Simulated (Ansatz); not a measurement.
# A computed series for InSe: pressure series

Consider InSe in the beta-GaS type structure (space group P6_3/mmc, No. 194; a = 4.032 Å, c = 16.763 Å; layered, stacked along the Cartesian z axis).

Cell and atoms are relaxed at each pressure.

Level of theory: PBE-D3(BJ) (Ansatz, a first-principles code; PAW; 420 eV plane waves; scalar-relativistic without spin-orbit coupling), earlier PAW set.

Computed cases, in order: pressure −1 GPa; 0 GPa (base); pressure 0.9 GPa; pressure 2.1 GPa; pressure 9 GPa; pressure 15 GPa; pressure 22.5 GPa; pressure 30 GPa.

Q: Between which two neighbouring cases does the band gap open or close?

A: Between pressure 15 GPa (0.30 eV) and pressure 22.5 GPa (zero). The whole series: pressure −1 GPa: 0.42 eV; 0 GPa (base): 0.37 eV; pressure 0.9 GPa: 0.41 eV; pressure 2.1 GPa: 0.50 eV; pressure 9 GPa: 0.73 eV; pressure 15 GPa: 0.30 eV; pressure 22.5 GPa: zero; pressure 30 GPa: zero.

A case with no gap was solved on a k-mesh chosen for an insulator, which is coarse for it. Load acts through the strain it causes; cell and atoms are relaxed under it. Whether these cells are dynamically stable was not tested. Competing high-pressure phases were not computed. The final runs are not spin-polarised. A zero or small gap of InSe under pressure 22.5 GPa and InSe under pressure 30 GPa can be the functional's error rather than a property of the material.
